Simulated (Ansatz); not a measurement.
A self-consistent single point of CaPb (P4mm, 2 atoms in the cell) with Ansatz (an electronic-structure program).

Method: PBEsol, default PAW files made with PBE (plane waves; Ansatz).

```xyz
2
Lattice="3.5845 0.0000 0.0000 0.0000 3.5845 0.0000 0.0000 0.0000 4.6506" Properties=species:S:1:pos:R:3 pbc="T T T"
Ca     0.0000     0.0000     0.0500
Pb     1.7922     1.7922     2.3253
```

Reference input (self-consistent single point, DFT, PBEsol, plane waves, default PAW files made with PBE): basis.ecutwfc = 420 eV; kpoints.mp_grid.grid = 9 9 7; hamiltonian.xc = pbesol; hamiltonian.pseudopotentials = {kind: paw} (the program's default PAW files); scf.occupations.method = gaussian; scf.occupations.width = 0.1 eV. This run's input differs from it in these lines:

Ansatz 0.2 input:
```diff
@@ -12,3 +12,3 @@
   mp_grid:
-    grid: [9, 9, 7]
+    grid: [10, 10, 8]
 hamiltonian:
@@ -20,3 +20,3 @@
     method: gaussian
-    width: 0.1
+    width: 0.3
 output:
```

The program printed (abridged):

```
SCF iter   1: F=—  HF=-13549.813296 eV  |F-HF|=—  |Δ(HF+E_count)|=         —  Δρ=2.78e-3  dr2=4.34e-3  ethr=1.77e-3  ⟨swp⟩=6.9  Hψ=9758  notcnv=0
all-band conjugate gradients solve this SCF's bands
preconditioner: auto → Kerker (q_TF=auto, 2.344 Å⁻¹)
SCF iter   2: F=—  HF=-13549.813139 eV  |F-HF|=—  |Δ(HF+E_count)|=   1.58e-4  Δρ=1.32e-3  dr2=9.53e-4  ethr=1.81e-5  ⟨swp⟩=2.6  Hψ=3612  notcnv=0
SCF iter   3: F=—  HF=-13549.812895 eV  |F-HF|=—  |Δ(HF+E_count)|=   2.44e-4  Δρ=3.16e-4  dr2=8.35e-5  ethr=3.97e-6  ⟨swp⟩=2.1  Hψ=2837  notcnv=0
SCF iter   4: F=—  HF=-13549.812863 eV  |F-HF|=—  |Δ(HF+E_count)|=   3.12e-5  Δρ=1.05e-4  dr2=1.17e-5  ethr=3.48e-7  ⟨swp⟩=2.2  Hψ=2192  notcnv=0
SCF iter   5: F=—  HF=-13549.812862 eV  |F-HF|=—  |Δ(HF+E_count)|=   1.20e-6  Δρ=3.39e-5  dr2=1.85e-6  ethr=4.88e-8  ⟨swp⟩=1.9  Hψ=1808  notcnv=0
SCF iter   6: F=—  HF=-13549.812862 eV  |F-HF|=—  |Δ(HF+E_count)|=   3.75e-7  Δρ=1.19e-5  dr2=2.69e-7  ethr=7.70e-9  ⟨swp⟩=1.9  Hψ=1907  notcnv=0
SCF iter   7: F=-13549.812862 eV  HF=-13549.812862 eV  |F-HF|=1.21e-8  |Δ(HF+E_count)|=   7.82e-8  Δρ=3.83e-6  dr2=1.84e-8  ethr=4.17e-10  ⟨swp⟩=5.5  Hψ=7349  notcnv=0
SCF 1 converged in 7 iterations: F = -13549.812862 eV  dr2 = 1.84e-8
Free energy (F): -13549.812862 eV
Internal energy: -13549.770616 eV  (E = F + TS)
E sigma→0 (E₀):  -13549.791739 eV
Entropy (-TS):   -0.042246 eV (-21.123 meV/atom)
Fermi energy:    9.131173 eV
--- Forces (eV/Å), atoms counted from 1 ---
  atom   1  Ca    -0.00000000     0.00000000    -0.14226755
  atom   2  Pb     0.00000000     0.00000000     0.14228272
--- Stress (GPa, compression-positive) ---
       -1.055766       0.000000      -0.000000
        0.000000      -1.055766       0.000000
       -0.000000       0.000000      -2.079978
  P = ⅓ Tr σ = -1.3972 GPa (-13.972 kbar)
  The stress holds the Pulay correction. Without it, at fixed plane waves, as pw.x and ABINIT print it: P = -1.4069 GPa
```

The run converged in 7 iterations. Against the reference run the free energy falls by 4.2 meV/atom, the pressure goes from -1.57 to -1.40 GPa and the largest force moves little (0.139 to 0.142 eV/Å).

The starting cell comes from a database of computed structures (which also holds hypothetical and non-ambient phases and stackings), without a prior relaxation at this level. Its lattice was rescaled by up to half a per cent. One atom was moved a little off its site on purpose. Ansatz's pressure includes its estimate of the finite-basis (Pulay) stress.
